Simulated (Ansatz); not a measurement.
## Quick settings and what they miss: AuZn (Pm-3m, 2 atoms in the cell)

Self-consistent single point.

```yaml
crystal:
  lattice:
    - [3.19473, 0.00000, 0.00000]
    - [0.00000, 3.19473, 0.00000]
    - [0.00000, 0.00000, 3.19473]
  atoms:
    - { symbol: Zn, position: [0.50000, 0.50000, 0.50000] }
    - { symbol: Au, position: [0.00000, 0.00000, 0.00000] }
```

Method of the run: LDA (PW92), default PAW files made with PBE (plane waves; Ansatz, a program for electronic structure).

Base settings: basis.ecutwfc = 30.9 Ry; kpoints.mp_grid.grid = 7 7 7; hamiltonian.xc = lda; hamiltonian.pseudopotentials = {kind: paw} (the program's default PAW files); scf.occupations.method = methfessel_paxton; scf.occupations.width = 0.02 Ry.

Tight run (finer mesh or higher cutoff; not a proven limit): basis.ecutwfc: 30.9 Ry → 43.4 Ry; kpoints.mp_grid.grid: 7 7 7 → 10 10 10; scf.convergence.dr2_threshold: default (1e-07 eV) → 1e-09 eV. It gave Fermi level (on the code's own zero) 15.63 eV; pressure -11.76 GPa.

Quick runs, as changes from the base:
- A: the base itself
- B: basis.ecutwfc: 30.9 Ry → 24.6 Ry; kpoints.mp_grid.grid: 7 7 7 → 6 6 6; scf.occupations.method: methfessel_paxton → fermi_dirac; scf.occupations.width: 0.02 Ry → 0.0367 Ry; scf.convergence.dr2_threshold: default (1e-07 eV) → 0.0001 eV
- C: basis.ecutwfc: 30.9 Ry → 18.4 Ry; kpoints.mp_grid.grid: 7 7 7 → 3 3 3; scf.occupations.width: 0.02 Ry → 0.01 Ry; scf.convergence.dr2_threshold: default (1e-07 eV) → 0.001 eV
- D: basis.ecutwfc: 30.9 Ry → 24.6 Ry; kpoints.mp_grid.grid: 7 7 7 → 2 2 2; scf.occupations.method: methfessel_paxton → cold; scf.occupations.width: 0.02 Ry → 0.01 Ry
- E: basis.ecutwfc: 30.9 Ry → 18.4 Ry; kpoints.mp_grid.grid: 7 7 7 → 1 1 1
- F: basis.ecutwfc: 30.9 Ry → 18.4 Ry; kpoints.mp_grid.grid: 7 7 7 → 6 6 6; scf.occupations.method: methfessel_paxton → gaussian; kpoints.mp_grid.shift: default → 0.5 0.5 0.5; scf.convergence.dr2_threshold: default (1e-07 eV) → 0.0001 eV

Energies are extrapolated to zero smearing width, which holds to low order in the width alone.

The count of work is k-points × plane waves × bands × iterations; it is no time. 

Pressures in the table are Ansatz's without its Pulay estimate, at a fixed set of plane waves; the tight run's value above holds the estimate.

The starting cell has typed, rounded lattice constants, without a prior relaxation at this level. Its lattice was rescaled by a random factor within 2.5 % of one. In the base run, with a pressure of about -12 GPa the cell is away from its equilibrium volume at this level.

| run | energy less tight (meV/atom) | pressure less tight (GPa) | count of work / tight |
|---|---|---|---|
| A | -2.0 | -0.33 | 0.16 |
| B | 30.7 | -0.73 | 0.13 |
| C | 1430.1 | -86.41 | 0.011 |
| D | 339.4 | -3.00 | 0.028 |
| E | 2552.9 | -139.73 | 0.0038 |
| F | 1207.0 | -81.07 | 0.033 |

Among the runs at the tight run's level, the energy misses run from 2.0 to 2552.9 meV/atom.

Keys are those of Ansatz 0.2.
